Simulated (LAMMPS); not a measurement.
Molecular dynamics of a melt of Ag (fcc), 864 atoms, cooled from 1850 K to 300 K at 3e+12 K/s, at zero pressure.

Model: classical MD, pair style meam, file library.meam (library.meam-Ag), run in LAMMPS.

```json
{
 "state_found": "glass",
 "density": "10.2 g/cm³ (one sample)",
 "volume_per_atom": "17.6 Å³/atom (one sample)",
 "enthalpy_per_atom": "-2.695 eV/atom (one sample)",
 "first peak of g(r)": "2.80 Å, height 4.8",
 "coordination_number": "9.9 (counted to 3.26 Å)",
 "most common Ag-Ag-Ag angle": "at the 3° bin centred on 58.5°, after smoothing over three bins (mean of all 98°)",
 "mean frequency of the vibrational (phonon) density of states": "4.0 THz",
 "energy above the crystal at 0 K": "0.080 eV/atom",
 "cost": "roughly 23 core-minutes"
}
```

Potential: file library.meam of the LAMMPS distribution; its header cites Baskes, Phys Rev B, 46, 2727-2742 (1992).

Caution: the potential MEAM library.meam-Ag is a first-neighbour MEAM set with a 4 Å cutoff, used here without a parameter file and away from the static properties it was fitted to.

```tsv
angle (°)	probability per degree, Ag-Ag-Ag
46.50	0.0000
49.50	0.0007
52.50	0.0061
55.50	0.0182
58.50	0.0282
61.50	0.0257
64.50	0.0158
67.50	0.0058
70.50	0.0037
73.50	0.0051
76.50	0.0066
79.50	0.0078
82.50	0.0083
85.50	0.0085
88.50	0.0086
91.50	0.0086
94.50	0.0089
97.50	0.0090
100.5	0.0087
103.5	0.0087
106.5	0.0088
109.5	0.0098
112.5	0.0109
115.5	0.0114
118.5	0.0104
121.5	0.0090
124.5	0.0074
127.5	0.0061
130.5	0.0058
133.5	0.0058
136.5	0.0063
139.5	0.0061
142.5	0.0060
145.5	0.0056
148.5	0.0052
151.5	0.0047
154.5	0.0043
157.5	0.0037
160.5	0.0032
163.5	0.0027
166.5	0.0023
169.5	0.0019
172.5	0.0014
175.5	0.0009
178.5	0.0003
```
